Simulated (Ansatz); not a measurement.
Data:

```
Mg2Sn
1.0
    0.00000     3.51106     3.51106
    3.51106     0.00000     3.51106
    3.51106     3.51106     0.00000
Mg Sn
2 1
Direct
  0.25000   0.25000   0.25000
  0.75000   0.75000   0.75000
  0.00000   0.00000   0.00000
```

No spin polarisation.

Level of theory: PBE, PAW, 420 eV (Ansatz, an electronic-structure program; no SOC). k-mesh 15×15×15 (Γ-centred); smearing 0.1 eV (Fermi–Dirac).

Problem. Predict the band gap, space group and pressure.

Solution. 
- Band gap: zero
- Space group: Fm-3m (No. 225)
- Pressure: -2.9 GPa

The cells carry an imposed strain or load. Stability against distortions was not tested. The cell was made from Mg2Sn (space group Fm-3m, No. 225) by this change: isotropic strain +3.00 %.
